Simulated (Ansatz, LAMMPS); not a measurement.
Si lens of 9 atoms, radius 0.50 nm, coherent in Ge, 5x5x5 cubic cells at the host's lattice parameter. Cell 28.80 × 28.80 × 28.80 Å, Si9Ge991, 1000 atoms. Prepared with Tersoff's 1989 multicomponent potential (SiCGe.tersoff) (LAMMPS): minimisation. 

Basis: localised support functions (accuracy medium) on a full density matrix. k-points: zone centre alone; occupations: Fermi-Dirac, 0.010 eV; spin polarisation not allowed. Spin-orbit coupling is left out.

Predict the energy, gap and bonding from Ansatz (an electronic-structure program) with PBE, support functions at accuracy medium on the grid of 370 eV.


- energy over the perfect crystal(s), per atom: 1 meV/atom
- electronic character of the cell: no gap resolved at this smearing
- coordination (neighbours within 2.993 Å): 100.0 % 4-fold
- Ge-Ge bonds, mean ± spread: 2.495 ± 0.002 Å
- Ge-Si bonds, mean ± spread: 2.452 ± 0.004 Å
- Si-Si bonds, mean ± spread: 2.413 ± 0.007 Å
- bond angles, mean ± spread: 109.5° ± 0.3°
- pressure: -0.04 GPa
